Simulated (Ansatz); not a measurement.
Response to strain in SiC

Base system: SiC (space group P6_3mc, No. 186; a = 3.0941 Å, c = 10.1293 Å).

Strains are applied to the cell and any free atomic positions relax.

Calculations: Ansatz (a first-principles code) PBE, scalar-relativistic without spin-orbit coupling.

Notes on the quantities. pressure: mean of the normal stresses, compression positive.

```json
[
 {"isotropic strain (%)": "-3", "pressure (GPa)": "23.3"},
 {"isotropic strain (%)": "-2.25", "pressure (GPa)": "16.6"},
 {"isotropic strain (%)": "-1.5", "pressure (GPa)": "10.6"},
 {"isotropic strain (%)": "-0.75", "pressure (GPa)": "?"},
 {"isotropic strain (%)": "0", "pressure (GPa)": "0.0"}
]
```

Question: Fit P = P₀ − Bδ + Cδ² with δ = (1 + ε)³ − 1 to the rows shown and predict the withheld row.

Answer: Least squares on the printed values gives P₀ = 0.0 GPa, B = 209 GPa (at held cell shape), C = 663 GPa (largest residual 0.1 GPa); this predicts 5.0 GPa, and the run gives 5.0 GPa, in agreement.

Whether these cells are dynamically stable was not tested.
